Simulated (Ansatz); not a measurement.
# Response to strain in AlN

Base system: AlN in the wurtzite structure (space group P6_3mc, No. 186; a = 3.1138 Å, c = 4.9833 Å).

Strains are applied to the cell and any free atomic positions relax.

All numbers come from Ansatz (a quantum-chemistry and plane-wave program), PBEsol, PAW, cutoff 420 eV, spin-orbit coupling left out.

Notes on the quantities. pressure: mean of the normal stresses, compression positive.

```
isotropic strain (%)  pressure (GPa)
--------------------  --------------
0                                0.0
0.6                                ?
1.2                             -6.7
1.8                             -9.7
2.4                            -12.4
3                              -15.0
```

### Question
Fit P = P₀ − Bδ + Cδ² with δ = (1 + ε)³ − 1 to the rows shown and predict the withheld row.

### Answer
Least squares on the printed values gives P₀ = 0.0 GPa, B = 197 GPa (at held cell shape), C = 386 GPa (largest residual 0.1 GPa); this predicts -3.5 GPa, and the run gives -3.5 GPa, in agreement.

Whether these cells are dynamically stable was not tested.
